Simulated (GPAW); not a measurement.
## GPAW run on MgI2 (P-3m1, 3 atoms in the cell): self-consistent single point

Method of the run: PBE, GPAW PAW datasets PBE (gpaw-data 1.0.1) (plane waves; GPAW).

This input was run:

```python
from ase import Atoms
from ase.units import GPa
from gpaw import GPAW

atoms = Atoms(['Mg', 'I', 'I'],
              cell=[[2.081640, -3.605506, 0.000000],
                    [2.081640, 3.605506, 0.000000],
                    [0.000000, 0.000000, 6.881952]],
              scaled_positions=[[0.000000, 0.000000, 0.000000],
                                [0.333333, 0.666667, 0.242000],
                                [0.666667, 0.333333, 0.758000]],
              pbc=True)

calc = GPAW(mode={'name': 'pw', 'ecut': 800},
            xc='PBE',
            kpts=(5, 5, 3),
            occupations={'name': 'fermi-dirac', 'width': 0.01},
            nbands=-4,
            convergence={'forces': 0.001, 'bands': -2},
            symmetry={'symmorphic': False, 'tolerance': 0.0005},
            maxiter=100,
            txt='-')

atoms.calc = calc

energy = atoms.get_potential_energy()
print('Energy (eV):', round(energy, 6))
forces = atoms.get_forces()
print('Forces (eV/Ang):')
print(forces.round(5))
stress = atoms.get_stress()
print('Stress (GPa, Voigt):', (stress / GPa).round(4))
```

Output (repeated stretches shortened):

```
Input parameters:
  convergence: {bands: -2,
                forces: 0.001}
  kpts: [5 5 3]
  maxiter: 100
  mode: {ecut: 800,
         name: pw}
  nbands: -4
  occupations: {name: fermi-dirac,
                width: 0.01}
  symmetry: {symmorphic: False,
             tolerance: 0.0005}
  xc: PBE

species:
  Mg:
    name: Magnesium
    Z: 12.0
    valence: 10
    core: 2
    charge: 0.0
    file: Mg.PBE.gz

    # Using partial waves for Mg as LCAO basis

  I:
    name: Iodine
    Z: 53.0
    valence: 7
    core: 46
    charge: 0.0
    file: I.PBE.gz

    # Using partial waves for I as LCAO basis

Reference energy: -392531.236221  # eV

Spin-paired calculation

Convergence criteria:
 Maximum [total energy] change in last 3 cyles: 0.0005 eV / valence electron
 Maximum integral of absolute [dens]ity change: 0.0001 electrons / valence electron
 Maximum integral of absolute [eigenst]ate change: 4e-08 eV^2 / valence electron
 Maximum change in the atomic [forces] across last 2 cycles: 0.001 eV/Ang OR
Maximum error relative to the maximum force is below inf
 Maximum number of scf [iter]ations: 100

Symmetries present (total): 12
Symmetries with fractional translations: 0
75 k-points: 5 x 5 x 3 Monkhorst-Pack grid
12 k-points in the irreducible part of the Brillouin zone
       k-points in crystal coordinates                weights
   0:     0.00000000    0.00000000    0.00000000          1/75
   1:     0.00000000    0.00000000    0.33333333          2/75
   2:     0.20000000    0.00000000   -0.33333333          6/75
   [... 7 lines left out ...]
          ...
  11:     0.40000000    0.40000000    0.33333333         12/75

Wave functions: Plane wave expansion
  Cutoff energy: 800.000 eV
  Number of coefficients (min, max): 5292, 5354
  Pulay-stress correction: 0.000000 eV/Ang^3 (de/decut=0.000000)

Occupation numbers: Fermi-Dirac:
  width: 0.0100  # eV

Eigensolver

Densities:
  Coarse grid: 28*28*45 grid
  Fine grid: 56*56*90 grid
  Total Charge: 0.000000

Density mixing:
  Method: separate
  Backend: pulay
  Linear mixing parameter: 0.05
  old densities: 5
  Damping of long wavelength oscillations: 50

Hamiltonian:
  XC and Coulomb potentials evaluated on a 56*56*90 grid
  External potential:
    NoExternalPotential

XC parameters: PBE with 2 nearest neighbor stencil

Number of atoms: 3
Number of atomic orbitals: 16
Number of bands in calculation: 16
Number of valence electrons: 24
Bands to converge: 14

Density initialized from atomic densities
  16 bands from LCAO basis set

Atomic positions and initial magnetic moments

Positions:
   0 Mg     0.000000    0.000000    0.000000    ( 0.0000,  0.0000,  0.0000)
   1 I      2.081640    1.201838    1.665432    ( 0.0000,  0.0000,  0.0000)
   2 I      2.081640   -1.201838    5.216520    ( 0.0000,  0.0000,  0.0000)

Unit cell:
           periodic     x           y           z      points  spacing
  1. axis:    yes    2.081640   -3.605506    0.000000    28     0.1288
  2. axis:    yes    2.081640    3.605506    0.000000    28     0.1288
  3. axis:    yes    0.000000    0.000000    6.881952    45     0.1529

  Lengths:   4.163280   4.163280   6.881952
  Angles:   90.000000  90.000000 119.999997

Effective grid spacing dv^(1/3) = 0.1431

     iter     time        total  log10-change:
                         energy   eigst   dens  force
iter:   1 --:--:--    -7.853655   +0.35
iter:   2 --:--:--    -7.856094   -0.21  -1.34
iter:   3 --:--:--    -7.782398   -1.04  -1.37
iter:   4 --:--:--    -7.801520   -1.43  -1.61
iter:   5 --:--:--    -7.814479   -0.98  -1.73
iter:   6 --:--:--    -7.791128   -1.57  -1.89
iter:   7 --:--:--    -7.789426   -2.53  -2.22
iter:   8 --:--:--    -7.788223c  -3.40  -2.52
iter:   9 --:--:--    -7.788164c  -3.92  -3.01
iter:  10 --:--:--    -7.788159c  -4.32  -3.25
iter:  11 --:--:--    -7.788161c  -4.55  -3.68
iter:  12 --:--:--    -7.788161c  -4.59  -3.90
iter:  13 --:--:--    -7.788157c  -4.70  -3.95
iter:  14 --:--:--    -7.788157c  -4.79  -4.39c
iter:  15 --:--:--    -7.788157c  -4.77  -4.64c
iter:  16 --:--:--    -7.788157c  -5.13  -4.69c
iter:  17 --:--:--    -7.788157c  -5.23  -4.79c
iter:  18 --:--:--    -7.788157c  -5.27  -5.15c
iter:  19 --:--:--    -7.788157c  -5.42  -5.17c
   [... 10 lines left out ...]
iter:  30 --:--:--    -7.788157c  -6.75  -6.05c
iter:  31 --:--:--    -7.788157c  -7.01  -6.09c
iter:  32 --:--:--    -7.788157c  -6.86  -6.25c
iter:  33 --:--:--    -7.788157c  -6.61  -6.30c
iter:  34 --:--:--    -7.788157c  -7.21  -6.37c
iter:  35 --:--:--    -7.788157c  -7.76c -6.43c
iter:  36 --:--:--    -7.788157c  -7.53c -6.49c -5.26c

Converged after 36 iterations.

Dipole moment: (-0.000000, -0.000000, 0.000000) |e|*Ang

Energy contributions relative to reference atoms: (reference = -392531.236221)

Kinetic:        +12.871813
Potential:      -11.477024
External:        +0.000000
XC:              -9.129571
Entropy (-ST):   -0.000000
Local:           -0.053375
SIC:             +0.000000
--------------------------
Free energy:     -7.788157
Extrapolated:    -7.788157

Showing only first 2 kpts
 Kpt  Band  Eigenvalues  Occupancy
  0    10      2.28415    2.00000
  0    11      2.37711    2.00000
  0    12      6.06942    0.00000
  0    13      7.15104    0.00000

  1    10      2.21714    2.00000
  1    11      2.21715    2.00000
  1    12      6.79867    0.00000
  1    13      7.22584    0.00000

Fermi level: 4.05458

Gap: 3.582 eV
Transition (v -> c):
  (s=0, k=0, n=11, [0.00, 0.00, 0.00]) -> (s=0, k=7, n=12, [0.40, 0.00, -0.33])
Direct/indirect transitions are different
Direct gap: 3.692 eV
Transition at: (s=0, k=0, n=11, [0.00, 0.00, 0.00])
Energy (eV): -7.788157

Forces in eV/Ang:
  0 Mg    0.00000    0.00000    0.00000
  1 I    -0.00000   -0.00000    0.01243
  2 I    -0.00000    0.00000   -0.01243

Stress tensor:
    -0.006378    -0.000000     0.000000
     0.000000    -0.006378    -0.000000
     0.000000    -0.000000    -0.007763
Stress (GPa, Voigt): [-1.0218 -1.0218 -1.2437 -0.      0.     -0.    ]
```

The run converged in 36 iterations. GPAW prints stress with tension positive.

The starting cell has typed, rounded lattice constants, without a prior relaxation at this level. Its lattice was rescaled by a random factor within 2.5 % of one. Spin-orbit coupling is off. Another mesh or the band path of this cell gives a smaller gap, so this value is not converged in the mesh.

Cost on one core of a shared machine: roughly 40 s.
